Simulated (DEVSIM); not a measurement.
Structure: abrupt CdTe p-n junction, at 300 K.

| layer (left to right) | material | thickness (μm) | Nd (cm⁻³) | Na (cm⁻³) | τn (s) | τp (s) |
|---|---|---|---|---|---|---|
| 1 | CdTe | 2.50 | - | 1.5e15 | 2.9e-9 | 2.9e-9 |
| 2 | CdTe | 33.0 | 1.4e15 | - | 2.9e-9 | 2.9e-9 |

Left contact: ohmic. Right contact: ohmic. Voltage is applied to the left contact. Recombination: SRH at mid-gap, radiative. Mobility is constant in doping.

The device is made up for the run: typed textbook-type constants, with dimensions and the other settings drawn at random. Values at 300 K.

```tsv
parameter	CdTe
gap (eV)	1.5
affinity (eV)	4.28
permittivity	10.2
Nc (cm⁻³)	8e17
Nv (cm⁻³)	1.8e19
μn (cm²/Vs)	1000
μp (cm²/Vs)	80
B (cm³/s)	1e-10
```

Model (solved in DEVSIM): 1D drift-diffusion, Boltzmann statistics, complete ionisation; no tunnelling, impact ionisation, image-force lowering or self-heating.

Problem. Give the dark forward current.

Solution. 
(V (V), J (A/cm²)): (0.05, 2.6e-10); (0.10, 8.9e-10); (0.20, 7.2e-9); (0.25, 2.0e-8); (0.35, 1.5e-7); (0.40, 4.0e-7); (0.45, 1.1e-6); (0.55, 8.6e-6); (0.60, 2.4e-5); (0.70, 0.00020); (0.75, 0.00064); (0.80, 0.0022); (0.90, 0.037); (0.95, 0.18); (1.05, 1.9); (1.10, 3.8); (1.20, 8.4); (1.25, 11); (1.30, 14); (1.40, 19); (1.45, 22); (1.55, 28); (1.60, 31); (1.65, 34); (1.75, 41); (1.80, 44); (1.90, 50); (1.95, 53)
